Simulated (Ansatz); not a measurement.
Consider a 32-atom cell of (Ru,Re) started in the hexagonal close-packed structure, site fractions Ru 0.125, Re 0.875, short-range order 0.00 among the nearest mixed sites of the first mixed sublattice (0 is random, a negative value favours unlike neighbours), space group P1 at the end. Its start:

```xyz
32
Lattice="1.3879 -7.2130 -4.4769 -1.3882 7.2130 -4.4769 6.9412 2.4045 4.4771" Properties=species:S:1:pos:R:3 pbc="T T T"
Re     1.3943    -0.7860    -3.3609
Re     0.0206     1.6041    -3.3618
Re     1.4027    -5.6219    -3.3546
Re     2.7645     6.4124    -3.3568
Ru     2.7820     1.6087    -3.3748
Re     2.7708     1.5965     1.1207
Re     1.3959     4.0091    -3.3556
Re     2.7902    -3.2096    -3.3540
Ru     0.0023     6.4123    -3.3580
Re     6.9298    -0.8008     1.1226
Re     5.5475     1.5979     1.1250
Re     4.1520     4.0001    -3.3579
Re     4.1560     4.0075     1.1232
Re     4.1626    -0.7984    -3.3553
Re     5.5513     6.4229     1.1163
Re     5.5570     1.6035    -3.3591
Re     2.7775    -1.6092    -1.1171
Re     1.3931     0.7938    -1.1198
Re     1.3899     0.7962    -5.6015
Re     4.1600     5.6233    -1.1187
Re     4.1522     0.8015    -1.1234
Ru     4.1505     0.8111    -5.5876
Re     2.7703     3.2008    -1.1235
Ru     4.1663    -4.0225    -1.1099
Re     2.7781    -1.5880    -5.5971
Re     0.0161     3.2048    -5.5934
Re     6.9357     0.8084     3.3625
Re     5.5583     3.2053    -1.1240
Re     6.9337    -4.0183    -1.1154
Re     5.5420    -1.6106    -1.1181
Re     1.3955    -4.0062    -5.6004
Re     6.9440     0.8098    -1.1215
```

These are PBE (plane waves to 420 eV, PAW; Ansatz, an electronic-structure program) values and carry that method's errors. No spin–orbit coupling; the runs are not spin-polarised. Its k-point mesh 5×5×5, Fermi–Dirac width 0.05 eV.

Problem. Predict the alloy's volume and bond lengths.

Solution. 
```
Quantity                                                                                          Result
---------------------------------------------------------  ---------------------------------------------
volume per atom                                                                                 14.79 Å³
Re–Re bonds (within 1.22 times the sum of covalent radii)  2.759 Å on average, from 2.690 to 2.803 (147)
Re–Ru bonds (within 1.22 times the sum of covalent radii)   2.747 Å on average, from 2.710 to 2.779 (42)
Ru–Ru bonds (within 1.22 times the sum of covalent radii)    2.735 Å on average, from 2.725 to 2.750 (3)
```
